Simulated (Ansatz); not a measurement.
Base system: Pt in the fcc (Cu type) structure (space group Fm-3m, No. 225; relaxed with 0.1 eV smearing).

```
Pt
1.0
    0.00000     1.94769     1.94769
    1.94769     0.00000     1.94769
    1.94769     1.94769     0.00000
Pt
1
Direct
  0.00000   0.00000   0.00000
```

Computed with LDA (Ansatz, a first-principles code), no spin-orbit coupling.

Strains are applied to the cell and any free atomic positions relax.

One change was made to it. Results:

| quantity | base | after |
|---|---|---|
| energy relative to the base (free energy F) | 0 meV/atom | +12 meV/atom |
| pressure | 0.0 GPa | -8.4 GPa |
| band gap | zero | zero |

### Question
Name the change that was made.
A. isotropic strain +2.50 %
B. isotropic strain −1.50 %
C. isotropic strain +1.00 %

### Answer
C, isotropic strain +1.00 %. For comparison, the energy relative to the base in the other runs: isotropic strain −1.50 % gives +30 meV/atom; isotropic strain +2.50 % gives +71 meV/atom.

Whether these cells are dynamically stable was not tested. The final runs are not spin-polarised. Pt lies near a magnetic instability that expansion can trigger; it was not tested.
